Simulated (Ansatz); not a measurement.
Phonon-limited resistivity of Re2C (P6_3/mmc) against temperature in μΩ·cm, PBEsol, DFPT electron-phonon coupling, linearised Boltzmann equation (Ansatz, a first-principles code), harmonic crystal at a fixed cell. x, y and z are the axes of this cell:
```
Re2C
1.0
    2.83464     0.00000     0.00000
   -1.41732     2.45487     0.00000
    0.00000     0.00000     9.82220
Re C
4 2
Direct
  0.33333   0.66667   0.60837
  0.66667   0.33333   0.39163
  0.66667   0.33333   0.10837
  0.33333   0.66667   0.89163
  0.33333   0.66667   0.25000
  0.66667   0.33333   0.75000
```

| T | ρ (x, y) | ρ (z) |
|---|---|---|
| 50 K | 0.121 | 0.057 |
| 77 K | [?] | 0.30 |
| 100 K | 1.49 | [?] |
| 150 K | 3.6 | 1.39 |
| 200 K | 5.9 | 2.3 |
| 250 K | 8.2 | 3.2 |
| 273 K | 9.3 | 3.6 |
| 300 K | 10.6 | 4.1 |
| 350 K | 12.9 | 5.1 |
| 400 K | 15.2 | 6.1 |
| 500 K | 19.7 | 8.0 |
| 600 K | 24 | 9.9 |
| 800 K | 33 | 13.6 |

Q: Some entries are withheld; supply them.

A: 
- 77 K, ρ (x, y): 0.68
- 100 K, ρ (z): 0.60

A metal at this level (no band gap). Only scattering by harmonic phonons is included (no impurities, grain boundaries, electron-electron scattering or thermal expansion). Spin-orbit coupling is left out, which matters with elements this heavy. Halving the electron mesh (32x32x8) moves the resistivity by up to 9 %. Smearing 0.20 eV; phonons on a 6x6x2 q mesh, which this run doesn't test and which matters most at low temperature.

Computed structure with no diffraction record at hand here (it may be known, metastable or hypothetical): Re2C (P6_3/mmc).
